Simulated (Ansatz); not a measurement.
The reference is MgTe in the wurtzite structure (space group P6_3mc, No. 186; a = 4.561 Å, c = 7.412 Å). Axes: x lies along a and z along c of the hexagonal cell.

All numbers come from DFT with PBEsol, PAW potentials and a 420 eV plane-wave cutoff in Ansatz (a quantum-chemistry and plane-wave program), no spin-orbit coupling.

Before the change:

Band gap: 2.39 eV
Valence-band top at Γ: 0.00, -0.02, -0.02 eV

The change: the cell is stretched by 1.20 % along z with no lateral relaxation, atoms relaxed at fixed cell.

Problem. What happens to the band gap, energy relative to the base, stress and valence-band top at Γ?

Solution. The band gap shrinks by 0.065 eV (2.39 eV → 2.32 eV); the energy rises by 0.9 meV/atom; the stress (xx, yy, zz, yz, xz, xy; compression positive) comes out as (-0.31, -0.31, -0.67, 0.00, 0.00, 0.00) GPa; the valence-band top at Γ (three highest levels, from the VBM) goes from 0.00, -0.02, -0.02 eV to 0.00, 0.00, -0.05 eV.

Spin-orbit coupling, missing from the scalar runs, can matter with Te. The cells carry an imposed strain or load. Whether these cells are dynamically stable was not tested.
